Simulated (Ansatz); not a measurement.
Base system: In2Ge2O7 (space group C2/m, No. 12).

```
CELL_PARAMETERS angstrom
      3.32724    -4.43386     0.00000
      3.32724     4.43386     0.00000
     -1.03884     0.00000     4.85041
ATOMIC_POSITIONS crystal
  In 0.30704 0.69296 0.00000
  In 0.69296 0.30704 0.00000
  Ge 0.76313 0.76313 0.59426
  Ge 0.23687 0.23687 0.40574
  O  0.40728 0.07383 0.21185
  O  0.59272 0.92617 0.78815
  O  0.92617 0.59272 0.78815
  O  0.07383 0.40728 0.21185
  O  0.00000 0.00000 0.50000
  O  0.41309 0.41309 0.72662
  O  0.58691 0.58691 0.27338
```

Cartesian axes are those of the cell as printed.

The values are results of PBEsol (Ansatz, a first-principles code, PAW, scalar-relativistic without spin-orbit coupling), not measurements.

Strains are applied to the cell and any free atomic positions relax; under biaxial strain the out-of-plane vector relaxes too.

One change was made to it. Results:

| quantity | base | after |
|---|---|---|
| band gap | 1.99 eV | 1.77 eV |
| pressure (mean of the normal stresses, compression positive) | 0.00 GPa | -3.72 GPa |

Problem. Name the change that was made.
A) biaxial strain +2.42 %, plane normal [001], relaxed out of plane
B) biaxial strain +1.01 %, plane normal [001], relaxed out of plane
C) uniaxial strain ε_zz = +2.73 %

Solution. C, uniaxial strain ε_zz = +2.73 %. For comparison, the pressure in the other runs: biaxial strain +2.42 %, plane normal [001], relaxed out of plane gives -2.75 GPa; biaxial strain +1.01 %, plane normal [001], relaxed out of plane gives -1.19 GPa.

No phonon test of stability was made.
